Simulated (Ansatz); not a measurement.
The cell is built on a prototype and need not be the phase stable at ambient conditions.

By PBEsol, the system below comes out a metal.

The ballistic (Sharvin) conductance counts the channels at the Fermi level: G/A = (e²/h) × channels of both spins per area.

Consider the following.

```xyz
4
Lattice="5.5371 0.0000 0.0000 -2.7685 4.7953 0.0000 2.7685 1.5984 2.2605" Properties=species:S:1:pos:R:3 pbc="T T T"
Ga     1.3843     2.3976     0.0000
Ga    -1.3843     2.3976     0.0000
Ga     2.7685     0.0000     0.0000
Mo     0.0000     0.0000     0.0000
```

Space group of this cell: Pm-3m, Cu3Au type. The cell was relaxed by PBE-D3(BJ); by PBEsol its mean pressure is -0.6 GPa.

The current flows along the normal of the first two printed cell vectors. No spin-orbit coupling; the value is a mean over 0.1 eV about the Fermi level.

Problem. Predict the ballistic conductance per area from PBEsol in Ansatz (a program for electronic structure).

Solution. 0.94 × 10¹⁵ S/m² for both spins.
